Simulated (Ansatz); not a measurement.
Lattice parameter a of HgSe (model structure, started from the NiAs type, P6₃/mmc, No. 194, 4 atoms in the cell) at several levels of theory

No measured value is used here.

| level (code) | value (Å) |
|---|---|
| PBE (Ansatz) | 4.064 |
| PBEsol (Ansatz) | 3.968 |
| PBE-D3(BJ) (Ansatz) | … |

Question: Some entries are withheld; supply them.

Answer: 
- PBE-D3(BJ) (Ansatz, a quantum-chemistry and plane-wave program), value (Å): 3.985

Density-functional levels without +SOC have no spin–orbit coupling. Ansatz's density-functional and Hartree–Fock values are scalar-relativistic unless marked +SOC, with PAW data made under PBE.

A model structure was made by putting elements into a prototype or built by hand; it is no filed structure, need not be a known phase, and can be a saddle point held by its symmetry.
